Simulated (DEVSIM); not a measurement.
System: Al/La2O3/p-In0.53Ga0.47As capacitor, at 300 K.

| layer (left to right) | material | thickness (nm) | Na (cm⁻³) |
|---|---|---|---|
| 1 | La2O3 | 8.30 | - |
| 2 | In0.53Ga0.47As | 11000 | 2.6e15 |

Metal gate on the left, work function 4.1 eV. Fixed charge at the semiconductor interface -9.1e11 cm⁻² (in units of +e); no interface traps.

The device is made up for the run: typed textbook-type constants, with dimensions and the other settings drawn at random. Values at 300 K.

```
parameter      La2O3  In0.53Ga0.47As
-------------  -----  --------------
gap (eV)         5.8            0.74
affinity (eV)    1.8            4.51
permittivity      27            13.9
Nc (cm⁻³)          -          2.1e17
Nv (cm⁻³)          -          7.7e18
```

Simulated with DEVSIM: 1D Poisson equation in equilibrium, Boltzmann statistics, complete ionisation; no quantum confinement or tunnelling. Metal contacts follow the ideal Schottky-Mott rule: no Fermi-level pinning, no interface dipoles.

The substrate doping was swept, all else fixed.

| substrate doping (cm^-3) | minimum of the low-frequency capacitance (μF/cm²) | flat-band voltage (V) | threshold voltage (band bending 2φF) (V) |
|---|---|---|---|
| 1.3e14 | 0.00930 | -0.82 | -0.55 |
| 2.6e14 | 0.0118 | -0.83 | -0.53 |
| 5.2e14 | 0.0155 | -0.85 | -0.51 |
| 1.3e15 | 0.0224 | -0.87 | -0.49 |
| 2.6e15 | [?] | -0.89 | [?] |
| 5.2e15 | 0.0398 | -0.91 | -0.44 |

Problem. Fill in the missing entries.

Solution. 
- 2.6e15, minimum of the low-frequency capacitance (μF/cm²): 0.0295
- 2.6e15, threshold voltage (band bending 2φF) (V): -0.47
